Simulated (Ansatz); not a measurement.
Level of theory: PBE (plane waves to 420 eV, PAW; Ansatz, a first-principles code).

Electrostatic potential energy of an electron, averaged over planes parallel to the surface, in eV from the Fermi level, for a constructed model of the (111) surface of fcc Cu, a pseudomorphic layer of Al in the host's stacking (bottom of the slab: a bare face, its two planes held):

(z (Å), V (eV)): (3.77, 4.80); (4.06, 4.80); (4.35, 4.80); (4.64, 4.80); (4.93, 4.79); (5.22, 4.78); (5.51, 4.76); (5.80, 4.70); (6.09, 4.60); (6.38, 4.37); (6.67, 3.90); (6.96, 2.90); (7.25, 0.65); (7.54, -5.65); (7.83, -13.49); (8.12, -16.97); (8.41, -15.03); (8.70, -8.15); (8.99, -1.27); (9.28, -0.01); (9.57, -4.29); (9.86, -12.22); (10.15, -16.90); (10.44, -16.18); (10.73, -10.23); (11.02, -2.58); (11.31, 0.05); (11.60, -2.91); (11.89, -10.67); (12.18, -16.37); (12.47, -16.78); (12.76, -11.81); (13.05, -3.88); (13.34, 0.02); (13.63, -1.62); (13.92, -8.77); (14.21, -15.48); (14.50, -17.15); (14.79, -13.39); (15.08, -5.59); (15.37, -0.32); (15.66, -0.77); (15.95, -6.97); (16.24, -14.41); (16.53, -17.26); (16.82, -14.67); (17.11, -7.36); (17.40, -0.89); (17.69, -0.01); (17.98, -4.51); (18.27, -12.51); (18.56, -17.12); (18.85, -16.33); (19.14, -10.36); (19.43, -3.00); (19.72, -0.89); (20.01, -3.41); (20.30, -7.59); (20.59, -9.27); (20.88, -9.44); (21.17, -9.00); (21.46, -6.67); (21.75, -2.08); (22.04, 1.00); (22.33, 2.53); (22.62, 3.29); (22.91, 3.65); (23.20, 3.82); (23.49, 3.90); (23.78, 3.94); (24.07, 3.95); (24.36, 3.96); (24.65, 3.97); (24.94, 3.97); (25.23, 3.97)

Set-up: 7 atoms, 12.7 Å thick at the start with caps and adatoms (thin: gaps and levels are the slab's own); mesh 17x17x1; 0.1 eV smearing; dipole correction on; 2 atoms held, the rest relaxed; start symmetry kept, larger cells not searched; no spin, no spin-orbit, no U. In PBE it is, or lies within 0.01 eV a 1x1 cell of, the lowest of the 2 structures of its composition computed so far; subsurface sites and larger cells were not tried.

**Question.** The surface cell has an area of 5.71 Å². What dipole along the normal does the step between the two vacuum levels imply?

**Answer.** the top vacuum level lies 0.83 eV below the bottom one; p = −ε₀ A ΔV (ε₀ = 0.005526 e/(V·Å)) gives 0.03 e·Å a cell.
